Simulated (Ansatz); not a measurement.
Base system: Rh in the fcc (Cu type) structure (space group Fm-3m, No. 225; a = 3.7816 Å; relaxed with 0.1 eV smearing). Axes: x, y, z lie along the cube axes.

Computed with Ansatz (an electronic-structure program), PBEsol, PAW, cutoff 420 eV, no spin-orbit coupling.

Strains are applied to the cell and any free atomic positions relax; under biaxial strain the out-of-plane vector relaxes too.

One change was made to it. Results:

```csv
quantity,base,after
volume per atom,13.52 Å³,13.27 Å³
energy relative to the base (free energy F),0 meV/atom,+8.9 meV/atom
```

Problem. Name the change that was made.
(A) biaxial strain +2.50 %, plane normal [111], relaxed out of plane
(B) biaxial strain −1.25 %, plane normal [111], relaxed out of plane
(C) biaxial strain −2.08 %, plane normal [111], relaxed out of plane
(D) biaxial strain +2.08 %, plane normal [111], relaxed out of plane

Solution. B, biaxial strain −1.25 %, plane normal [111], relaxed out of plane. For comparison, the energy relative to the base in the other runs: biaxial strain −2.08 %, plane normal [111], relaxed out of plane gives +25 meV/atom; biaxial strain +2.50 %, plane normal [111], relaxed out of plane gives +31 meV/atom; biaxial strain +2.08 %, plane normal [111], relaxed out of plane gives +22 meV/atom.

Stability against distortions was not tested. All final runs are without spin polarisation. Rh lies near a magnetic instability that expansion can trigger; it was not tested.
